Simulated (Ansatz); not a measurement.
## What isotropic strain +0.75 % does to SiO2

The reference is SiO₂ (space group P3_221, No. 154; a = 4.9490 Å, c = 5.4415 Å).

One thing is altered: the cell is scaled by 1.0075 in all directions; the atoms relax in the strained cell.

The values are results of DFT with PBEsol, PAW potentials and a 420 eV plane-wave cutoff in Ansatz (a program for electronic structure), no spin-orbit coupling, not measurements. k-mesh 8×8×6 (Γ-centred); smearing 0.05 eV (Fermi–Dirac).

```tsv
quantity	base	changed	shift
volume per atom	12.82 Å³	13.12 Å³	+0.291 Å³
space group	P3_221 (No. 154)	P3_221 (No. 154)	–
shortest interatomic distance	1.619 Å	1.620 Å	+0.001 Å
energy relative to the base (free energy F)	0 meV/atom	+0.6 meV/atom	+0.6 meV/atom
pressure (mean of the normal stresses, compression positive)	0.01 GPa	-0.66 GPa	-0.67 GPa
band gap	5.72 eV	5.67 eV	-0.05 eV
gap character	indirect, K → Γ	indirect, K → Γ	–
smallest direct gap	6.03 eV	6.00 eV	-0.03 eV
mean gap deformation potential ΔEg/Δln V	–	-2.3 eV	–
width of the top valence band	0.57 eV	0.58 eV	+0.005 eV
electron mass	0.50 mₑ (at Γ)	0.50 mₑ (at Γ)	–
largest internal atomic displacement	–	0.053 Å	–
```

Final structure:

```
SiO2
1.0
    4.98611     0.00000     0.00000
   -2.49305     4.31810     0.00000
    0.00000     0.00000     5.48229
Si O
3 6
Direct
  0.00000   0.47460   0.33333
  0.52540   0.52540   0.00000
  0.47460   0.00000   0.66667
  0.25944   0.41413   0.20824
  0.58587   0.84531   0.87491
  0.74056   0.15469   0.45842
  0.84531   0.58587   0.12509
  0.41413   0.25944   0.79176
  0.15469   0.74056   0.54158
```

Masses are band curvatures over ±0.01 Å⁻¹ around the edge. Whether these cells are dynamically stable was not tested.
